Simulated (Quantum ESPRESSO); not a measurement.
A self-consistent single point of CaPb (P1, 2 atoms in the cell) with Quantum ESPRESSO.

Method: PBEsol, GBRV 1.5 ultrasoft (PBESOL) pseudopotentials (plane waves; Quantum ESPRESSO 7.5).

The change in words: lattice scaled by 0.98. Reference geometry:
```xyz
2
Lattice="3.5666 0.0000 0.0000 0.0000 3.5666 0.0000 0.0000 0.0000 4.6275" Properties=species:S:1:pos:R:3 pbc="T T T"
Ca     0.1091    -0.0585    -0.0276
Pb     1.6742     1.8418     2.3413
```

Reference input (self-consistent single point, DFT, PBEsol, plane waves, GBRV 1.5 ultrasoft (PBESOL) pseudopotentials): ecutwfc = 40 Ry; ecutrho = 200 Ry; occupations = smearing; smearing = fd; degauss = 0.0073499 Ry; potentials = {Ca: ca_pbesol_v1.uspp.F.UPF, Pb: pb_pbesol_v1.uspp.F.UPF}; K_POINTS = automatic 7 7 5 0 0 0; conv_thr = 1e-11 Ry; mixing_beta = 0.3. This run's input differs from it in these lines:

```diff
@@ -26,5 +26,5 @@
 CELL_PARAMETERS {angstrom}
-   3.566640000     0.000000000     0.000000000
-   0.000000000     3.566640000     0.000000000
-   0.000000000     0.000000000     4.627510000
+   3.495307000     0.000000000     0.000000000
+   0.000000000     3.495307000     0.000000000
+   0.000000000     0.000000000     4.534960000
 ATOMIC_POSITIONS {crystal}
```

The program printed (abridged):

```
     Self-consistent Calculation

     iteration #  1     ecut=    40.00 Ry     beta= 0.30

     Threshold (ethr) on eigenvalues was too large:
     Diagonalizing with lowered threshold

     negative rho (up, down):  1.596E-02 0.000E+00

     total energy              =    -238.81168244 Ry
     estimated scf accuracy    <       0.01622358 Ry

     iteration #  2     ecut=    40.00 Ry     beta= 0.30

     negative rho (up, down):  1.656E-02 0.000E+00

     total energy              =    -238.81229165 Ry
     estimated scf accuracy    <       0.00428937 Ry

     iteration #  3     ecut=    40.00 Ry     beta= 0.30

     negative rho (up, down):  1.725E-02 0.000E+00

     total energy              =    -238.81269807 Ry
     estimated scf accuracy    <       0.00092953 Ry

   [... 7 blocks of this kind left out ...]

     iteration # 11     ecut=    40.00 Ry     beta= 0.30

     negative rho (up, down):  1.739E-02 0.000E+00

     total energy              =    -238.81278014 Ry
     estimated scf accuracy    <          3.3E-11 Ry

     iteration # 12     ecut=    40.00 Ry     beta= 0.30

     negative rho (up, down):  1.739E-02 0.000E+00
     End of self-consistent calculation

     Number of k-points >= 100: set verbosity='high' to print the bands.

     the Fermi energy is    10.3343 ev

!    total energy              =    -238.81278014 Ry
     estimated scf accuracy    <          4.4E-12 Ry
     smearing contrib. (-TS)   =      -0.00231353 Ry
     internal energy E=F+TS    =    -238.81046662 Ry

     convergence has been achieved in  12 iterations

     negative rho (up, down):  1.739E-02 0.000E+00

     Forces acting on atoms (cartesian axes, Ry/au):

     atom    1 type  1   force =    -0.01722749    0.00979106    0.00829149
     atom    2 type  2   force =     0.01722749   -0.00979106   -0.00829149

     Total force =     0.030378     Total SCF correction =     0.000012

     negative rho (up, down):  1.739E-02 0.000E+00
          total   stress  (Ry/bohr**3)                   (kbar)     P=       18.89
   0.00010910  -0.00002359  -0.00002248           16.05       -3.47       -3.31
  -0.00002359   0.00012466   0.00001295           -3.47       18.34        1.91
  -0.00002248   0.00001295   0.00015147           -3.31        1.91       22.28

   JOB DONE.
```

The run converged in 12 iterations. Against the reference run the free energy goes up by 6.5 meV/atom, the pressure goes from -0.59 to 1.89 GPa and the largest force goes from 0.458 to 0.552 eV/Å.

The starting cell comes from a database of computed structures (which also holds hypothetical and non-ambient phases and stackings), without a prior relaxation at this level. Its atoms were displaced at random from the sites of space group no. 123. For this run, on top of that: lattice scaled by 0.98.

Cost on one core of a shared machine: roughly 2 min.
